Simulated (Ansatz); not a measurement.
# SnO2: strain along the normal

SnO2 (rutile, P4_2/mnm, 11.858 Å³/atom at rest, c along z) under an equal strain ε in the (001) plane with the normal axis free, as in a coherent film. LDA in Ansatz, a plane-wave DFT program (PAW, default set), 420 eV, 7×7×10 Γ-centred mesh, Fermi-Dirac smearing 0.05 eV; ions are relaxed within the symmetry of each cell.

Here s stands for strain and y for normal strain.

| strain (%) | normal strain (%) |
|---|---|
| -3.00 | ? |
| -1.20 | 0.91 |
| -0.60 | 0.45 |
| 0.00 | 0.00 |
| 0.60 | -0.42 |
| 1.20 | -0.82 |

The 5 complete rows are fitted with a straight line, y against s. Means: s 0, y 0.024. About the means, the sum of products is -2.5980 and the sum of squares of s is 3.6000; the slope is their ratio. Least squares gives y = 0.024 - 0.7217·s. Residuals (row less fit): 0.020, -0.007, -0.024, -0.011, 0.022; standard error 0.023 (degrees of freedom: 3). The slope, -0.72 ± 0.01, is the elastic response of the normal axis, −2C13/C33.

Question: Estimate the missing y (s = -3.00); what did the run itself give?

Answer: y = 0.024 - 0.7217 × (-3.0) = 2.189%. The calculation gives 2.44%, 0.251% above the prediction (7.7 % of the range of y in the table). The row lies outside the fitted rows, so this is an extrapolation. From the scatter of the fitted rows alone, a prediction at this place has a standard error of 0.045%, so the miss is 5.6 times that.

One order more, fitted to all 11 runs of the series, follows each within 0.01, so the miss is the next term of a smooth law. Rows are the converged runs of the series near zero and its far end; series whose fitted rows scatter by over a few per cent of the range, as at a crossing or softening among them, aren't shown in this form. Most that stay on the fit to the last digits aren't either.
